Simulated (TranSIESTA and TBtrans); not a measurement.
Junction: Pb chain with one bond stretched by 0.3 Å. Leads: straight Pb chain, spacing 2.85 Å. Geometry: as built, not relaxed. Transport runs along z; the first 4 and the last 4 of the 14 atoms are the lead cells, repeated to infinity.

```xyz
14
Lattice="9.000 0.000 0.000 0.000 9.000 0.000 0.000 0.000 40.200" Properties=species:S:1:pos:R:3 pbc="F F T"
Pb     4.500     4.500     0.000
Pb     4.500     4.500     2.850
Pb     4.500     4.500     5.700
Pb     4.500     4.500     8.550
Pb     4.500     4.500    11.400
Pb     4.500     4.500    14.250
Pb     4.500     4.500    17.100
Pb     4.500     4.500    20.250
Pb     4.500     4.500    23.100
Pb     4.500     4.500    25.950
Pb     4.500     4.500    28.800
Pb     4.500     4.500    31.650
Pb     4.500     4.500    34.500
Pb     4.500     4.500    37.350
```

Run with TranSIESTA and TBtrans (open boundaries, self-consistent; PseudoDojo norm-conserving potentials, scalar-relativistic): PAO.BasisSize DZP, PAO.EnergyShift 0.15 eV, XC.Authors PBE, Mesh.Cutoff 200 Ry, ElectronicTemperature 300 K, TS.Voltage 0.0 eV, TBT.Elecs.Eta 0.001 eV, no spin polarisation.

Energies count from the leads' Fermi level. Transmissions are for one spin of a degenerate pair. The energy step is 0.01 eV; narrower resonances are cut or missed.

| E (eV) | T |
|---|---|
| -0.20 | 2.85 |
| -0.15 | 2.86 |
| -0.10 | 2.87 |
| -0.05 | 2.87 |
| 0.00 | 2.87 |
| 0.05 | 2.87 |
| 0.10 | 2.87 |
| 0.15 | 2.86 |
| 0.20 | 2.85 |

**Question.** Give the zero-bias conductance in μS and the resistance at 300 K.

**Answer.** At the Fermi level T = 2.87. Averaged with −∂f/∂E over the full grid (kT = 25.9 meV) it is 2.87. With G0 = 2e²/h = 77.48 μS, G = 222 μS and R = 1/G = 4.50 kΩ.

**Question.** The eigenchannels at the Fermi level transmit 0.977, 0.947, 0.947. What Fano factor of the shot noise follows at low temperature and bias?

**Answer.** F = Σ τ(1 − τ)/Σ τ = 0.123/2.87 = 0.04.

The straight chain is held at its spacing; free chains may zigzag or dimerise. No spin-polarised start was tried, so a magnetic state, if there is one, is missed. Spin-orbit coupling, left out here, matters for the heavy atoms.
